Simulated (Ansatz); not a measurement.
The parent structure is KF in the NiAs type structure (space group P6_3/mmc, No. 194; a = 3.661 Å, c = 6.479 Å; a hypothetical phase, not in the database extracts checked).

Method: r2SCAN (Ansatz, a quantum-chemistry and plane-wave program; PAW; 500 eV plane waves; no spin-orbit coupling).

For the base:

- Pressure = 0.00 GPa
- Electron mass = 0.58 mₑ along c, 0.54 mₑ across (at Γ)

Modification: the cell is scaled by 1.0175 in all directions, atoms relaxed at fixed cell.

Task: What happens to the energy relative to the base?

Result: The energy goes up by 5.3 meV/atom.

Task: How does this affect the pressure?

Result: The pressure (mean of the normal stresses, compression positive) goes from zero to -1.61 GPa.

Task: How does this affect the electron mass?

Result: The electron mass becomes 0.58 mₑ along c, 0.55 mₑ across (at Γ) (base: 0.58 mₑ along c, 0.54 mₑ across (at Γ)).

The levels and masses belong to the bands next to the band gap. The cells carry an imposed strain or load. Masses are band curvatures over ±0.01 Å⁻¹ around the edge. Whether these cells are dynamically stable was not tested.
